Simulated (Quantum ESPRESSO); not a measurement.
# Relaxation of the atoms of C (P6_3/mmc, 12 atoms in the cell) at several settings

```
CELL_PARAMETERS angstrom
      2.51256     0.00000     0.00000
     -1.25628     2.17594     0.00000
      0.00000     0.00000    12.39244
ATOMIC_POSITIONS crystal
  C  0.66667 0.33333 0.35494
  C  0.33333 0.66667 0.64506
  C  0.33333 0.66667 0.85494
  C  0.66667 0.33333 0.14506
  C  0.66667 0.33333 0.02076
  C  0.33333 0.66667 0.97924
  C  0.33333 0.66667 0.52076
  C  0.66667 0.33333 0.47924
  C  0.00000 0.00000 0.68685
  C  0.00000 0.00000 0.31315
  C  0.00000 0.00000 0.18685
  C  0.00000 0.00000 0.81315
```

Base: Quantum ESPRESSO with LDA (PZ), GBRV 1.5 ultrasoft (LDA) pseudopotentials. Its settings: ecutwfc = 40 Ry; ecutrho = 200 Ry; occupations = smearing; smearing = gauss; degauss = 0.00147 Ry; potentials = {C: c_lda_v1.2.uspp.F.UPF}; K_POINTS = automatic 12 12 3 0 0 0; conv_thr = 1e-10 Ry; mixing_beta = 0.4. Starting volume 5.65 Å³ per atom.

Each line gives the change from the base single point and the result:

- atoms moved at random; calculation: scf → relax; tprnfor: true → default; tstress: true → default; forc_conv_thr: default → 0.0012 Ry/bohr: largest force (vector length) 0.041 eV/Å; relaxation steps 8; free energy against the base single point 0.1 meV/atom.
- atoms moved at random; calculation: scf → relax; tprnfor: true → default; tstress: true → default; forc_conv_thr: default → 0.0039 Ry/bohr: largest force (vector length) 0.041 eV/Å; relaxation steps 8; free energy against the base single point 0.1 meV/atom.

The starting cell comes from a database of computed structures (which also holds hypothetical and non-ambient phases and stackings), without a prior relaxation at this level.

Left out of this page: 1 run of the series stopped by limits of time or memory.
